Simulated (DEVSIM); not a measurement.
Device: isotype n-n heterojunction Al0.35Ga0.65As/GaAs, at 300 K.

| layer (left to right) | material | thickness (μm) | Nd (cm⁻³) | τn (s) | τp (s) |
|---|---|---|---|---|---|
| 1 | Al0.35Ga0.65As | 1.60 | 1.1e17 | 3.8e-9 | 3.8e-9 |
| 2 | GaAs | 0.690 | 1.4e16 | 3.8e-9 | 3.8e-9 |

Left contact: ohmic. Right contact: ohmic. Voltage is applied to the left contact. Recombination: SRH at mid-gap. Mobility is μmin + (μ − μmin)/(1 + (N/Nref)^α).

This is a model device: material constants are rounded textbook-type values typed into the input, and sizes, dopings and lifetimes were drawn at random. Values at 300 K.

```
parameter      Al0.35Ga0.65As    GaAs
-------------  --------------  ------
gap (eV)               1.8604   1.424
affinity (eV)          3.7935    4.07
permittivity            11.91    12.9
Nc (cm⁻³)             7.44e17  4.7e17
Nv (cm⁻³)                9e18    9e18
μn (cm²/Vs)              3495    8500
μp (cm²/Vs)               176     400
μn,min                    500     500
μp,min                     20      20
Nref,n                   6e16    6e16
Nref,p                 1.5e17  1.5e17
αn                       0.39    0.39
αp                       0.38    0.38
```

DEVSIM, 1D drift-diffusion, Boltzmann statistics, complete ionisation; no tunnelling, impact ionisation, image-force lowering or self-heating. Band offsets follow the typed affinities; no thermionic-emission limit at abrupt steps, no polarisation charge.

Q: Tabulate band edges, carrier densities and field at 1.15 V on the left contact.

A: Energies count from the Fermi level of the right contact; mesh points crowd at the junctions.

```
x (μm)    Ec (eV)  Ev (eV)  n (cm⁻³)  p (cm⁻³)  field (V/cm)
--------  -------  -------  --------  --------  ------------
0.000      -1.101   -2.961    1.1e17     < 1e2           310
0.006043   -1.100   -2.961    1.1e17     < 1e2           310
0.02066    -1.100   -2.960    1.1e17     < 1e2           310
0.05255    -1.099   -2.959    1.1e17     < 1e2           310
0.1668     -1.095   -2.956    1.1e17     < 1e2           310
0.3975     -1.088   -2.949    1.1e17     < 1e2           310
0.8627     -1.074   -2.934    1.1e17     < 1e2           310
1.357      -1.059   -2.919    1.1e17     < 1e2           310
1.495      -1.013   -2.873    2.3e16     < 1e2         27000
1.558      -0.527   -2.387    2.7e14     < 1e2        130000
1.584      -0.132   -1.992    2.0e14     < 1e2        170000
1.598       0.124   -1.736    1.7e14     < 1e2        200000
1.603      -0.075   -1.499    1.2e18     < 1e2         92000
1.612      -0.026   -1.450    1.9e17     < 1e2         32000
1.645       0.022   -1.402    3.0e16     < 1e2          6700
1.708       0.042   -1.382    1.6e16     < 1e2          1600
1.857       0.057   -1.367    1.4e16     < 1e2           800
2.079       0.074   -1.350    1.4e16     < 1e2           790
2.222       0.085   -1.339    1.4e16     < 1e2           790
2.264       0.089   -1.335    1.4e16     < 1e2           790
2.281       0.090   -1.334    1.4e16     < 1e2           790
2.290       0.091   -1.333    1.4e16     < 1e2           790
```
